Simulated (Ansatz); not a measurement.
Cost and result by functional for the adsorption energy of F on the 1x1 (110) surface of bcc W, one in a 2x2 cell, started at the site 'hollow W-W-W', in Ansatz (plane waves, PAW). Single points on the PBE structure, on one kind of machine; costs are rough ratios of the slab run's core time (references not counted) to the cheapest single point. r2SCAN's cost holds its higher cutoff (500 against 420 eV). Differences are taken against r2SCAN for comparison alone: no measured value is at hand, so the table doesn't rank accuracy.

Set-up: 17 atoms, 6.6 Å thick at the start under the adsorbate (thin: gaps and levels are the slab's own); mesh 6x6x1; 0.1 eV smearing; dipole correction on; 8 atoms held, the rest relaxed; symmetry of the start imposed; no spin, no spin-orbit, no U, no dispersion correction. At the end it is bonded to 3 W. In PBE this state lies 0.08 eV over the lowest of the starts that converged ('bridge W-W (span 2.8 Å)'). These notes are the PBE run's. Adsorption energies are against ½ F2(g). A negative adsorption energy means that the adsorbate is more stable on the surface than in its reference.

```json
[
 {"functional": "RPBE", "relative cost": "1", "adsorption energy (eV)": "-3.49", "less r2SCAN (eV)": "0.54"},
 {"functional": "r2SCAN", "relative cost": "2", "adsorption energy (eV)": "-4.04", "less r2SCAN (eV)": "0.00"},
 {"functional": "PBE (the relaxed run's value)", "relative cost": "–", "adsorption energy (eV)": "-3.70", "less r2SCAN (eV)": "0.33"}
]
```

The values span 0.54 eV, while the single points' costs differ by a factor of roughly 2. Differences are of unrounded values.

Ansatz is a quantum-chemistry and plane-wave program.
